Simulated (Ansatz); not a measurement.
## How far PBE and r2SCAN part for InSb

Base system: InSb in the zinc blende structure (space group F-43m, No. 216; a = 6.635 Å).

(Cell as relaxed with PBE.)

Levels (all Ansatz, a program for electronic structure, PAW): PBE (420 eV, no spin-orbit coupling); r2SCAN (500 eV, no SOC).

Each level relaxes its own structure.

```tsv
quantity	PBE	r2SCAN
volume per atom	36.51 Å³	…
lattice parameter a	6.635 Å	…
band gap	zero	…
```

Task: What does r2SCAN give?

Result: 
- volume per atom, r2SCAN: 35.22 Å³
- lattice parameter a, r2SCAN: 6.556 Å
- band gap, r2SCAN: zero

PBE's volume per atom lies 1.283 Å³ above r2SCAN's (3.6 %); PBE's lattice parameter a lies 0.079 Å above r2SCAN's (1.2 %); the two agree on the band gap. Neither level is exact; r2SCAN is the comparison here, not a measurement.

Spin-orbit coupling, missing from the scalar runs, can matter with Sb. Stability against distortions was not tested. The final runs are not spin-polarised. Gaps under 0.05 eV, about the width of the smearing, are given as zero. A zero or small gap of InSb can be the functional's error rather than a property of the material.
